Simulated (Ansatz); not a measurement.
The reference is SiS$_{2}$ in the 2H-MoS2 type structure (space group P6_3/mmc, No. 194; a = 3.210 Å, c = 11.767 Å; a hypothetical phase, not in the database extracts checked; layered, stacked along the Cartesian z axis).

(Cell as relaxed with PBE-D3(BJ).)

Levels (all Ansatz, a program for electronic structure, PAW): PBE-D3(BJ) (420 eV, spin-orbit coupling left out); r2SCAN+rVV10 (500 eV, no spin-orbit coupling).

Each level relaxes its own structure.

| base | PBE-D3(BJ) | r2SCAN+rVV10 |
|---|---|---|
| volume per atom | 17.50 Å³ | 18.23 Å³ |
| lattice parameter a | 3.210 Å | 3.224 Å |
| band gap | zero | zero |

The change: a hydrostatic pressure of 2.1 GPa.

```json
[
 {"quantity": "c/a ratio", "PBE-D3(BJ)": "3.571", "r2SCAN+rVV10": "(withheld)"},
 {"quantity": "shortest interatomic distance", "PBE-D3(BJ)": "2.345 Å", "r2SCAN+rVV10": "(withheld)"}
]
```

Predict the r2SCAN+rVV10 column.


- c/a ratio, r2SCAN+rVV10: 3.649
- shortest interatomic distance, r2SCAN+rVV10: 2.347 Å

PBE-D3(BJ)'s c/a ratio lies 0.078 below r2SCAN+rVV10's; PBE-D3(BJ)'s shortest interatomic distance lies 0.002 Å below r2SCAN+rVV10's (0.1 %). Neither level is exact; r2SCAN+rVV10 is the comparison here, not a measurement.

Load acts through the strain it causes; cell and atoms are relaxed under it. Stability against distortions was not tested. All final runs are without spin polarisation. Gaps under 0.05 eV, about the width of the smearing, are given as zero. The zero or small gap of SiS2 can change with the level of theory.
